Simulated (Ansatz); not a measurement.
We consider L1₀ (CuAu-type) TiAl, described by r²SCAN-D4 (plane waves, PAW; Ansatz, a quantum-chemistry and plane-wave program).

Numerical settings: plane-wave cutoff 560 eV, 20×20×14 k mesh (along the axes of the cell as run), Fermi–Dirac smearing 0.05 eV, no spin polarisation, scalar-relativistic PAW data made under PBE.

Results at a series of volumes:

| V (Å³/atom) | E − E_lowest (meV/atom) |
|---|---|
| 15.302 | 10.41 |
| 15.621 | 2.51 |
| 15.940 | 0.00 |
| 16.259 | 2.38 |
| 16.578 | 9.19 |

**Question.** Estimate the bulk modulus and its pressure derivative from these points.

**Answer.** V0 = 15.939 Å³/atom, B0 = 123 GPa, B′ = 3.8 (fit to the energies at full precision).

Shape and atoms are relaxed at each volume.

Note: the bulk modulus comes from volumes at which shape and atoms were relaxed.

The computed numbers hold no vibrational or temperature effects.
